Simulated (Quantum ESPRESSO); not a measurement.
Quantum ESPRESSO 7.5, DFT, PBE, plane waves, SSSP 1.1.2 efficiency PBE: hcp Mg, atoms displaced (Mg12), 12 atoms. Basis and mesh were picked for this test and aren't claimed converged.

```yaml
cell: 3.21, 3.21, 31.27 Å; 90, 90, 120°
distance_to_the_nearest_atom: 2.80 to 3.19 Å
task: scf
k mesh: 5×5×1
ecutwfc: 45 Ry
ecutrho: 360 Ry
occupations: smearing
smearing: mv
degauss: 0.02 Ry
conv_thr: 1.2e-08 Ry
tprnfor: true
tstress: false
k-point pools (-nk): 8
diagonalization: david (default)
k-points computed: 13
bands: 16
electrons: 24
G-vectors of the density: 217173
FFT grid: 40×40×360
```

One run each.

All on 8 ranks. Base settings, kept where nothing else is said: mixing_mode = plain (default), mixing_beta = 0.7 (default), mixing_ndim = 8 (default). The settings tried:
- mixing_mode = local-TF, mixing_beta = 0.2
- mixing_mode = TF, mixing_beta = 0.4
- mixing_mode = TF, mixing_beta = 0.1
- mixing_mode = local-TF, mixing_beta = 0.4
- mixing_beta = 0.4
- mixing_beta = 0.2
- mixing_ndim = 2
- mixing_ndim = 16
- mixing_beta = 1
- mixing_mode = local-TF, mixing_beta = 0.1
- mixing_mode = TF
- mixing_mode = local-TF
- mixing_ndim = 4
- mixing_mode = TF, mixing_beta = 0.2
- mixing_mode = TF, mixing_beta = 1
- mixing_beta = 0.1
- the base settings

Task: Which settings need the fewest SCF iterations, which the most, and do any fail to converge?

Result: Fewest SCF iterations, with those close behind: mixing_mode = TF, mixing_beta = 1 (8); mixing_mode = TF (10); mixing_mode = local-TF (10); mixing_mode = TF, mixing_beta = 0.4 (11). Most among those that reach the base run's result: mixing_beta = 1 (60). No count from: mixing_ndim = 2 (unfinished when stopped at the time that we allowed, after 97 SCF iterations). No convergence: mixing_ndim = 4 (not converged after the 100 iterations allowed).

```csv
setting,SCF iterations,end
"mixing_mode = TF, mixing_beta = 1",8,converged
mixing_mode = TF,10,converged
mixing_mode = local-TF,10,converged
"mixing_mode = TF, mixing_beta = 0.4",11,converged
"mixing_mode = local-TF, mixing_beta = 0.4",12,converged
mixing_ndim = 16,17,converged
mixing_beta = 0.2,20,converged
mixing_beta = 0.1,22,converged
mixing_beta = 0.4,22,converged
the base settings,23,converged
"mixing_mode = TF, mixing_beta = 0.1",23,converged
"mixing_mode = local-TF, mixing_beta = 0.2",23,converged
"mixing_mode = local-TF, mixing_beta = 0.1",26,converged
"mixing_mode = TF, mixing_beta = 0.2",27,converged
mixing_beta = 1,60,converged
mixing_ndim = 4,100,not converged
```
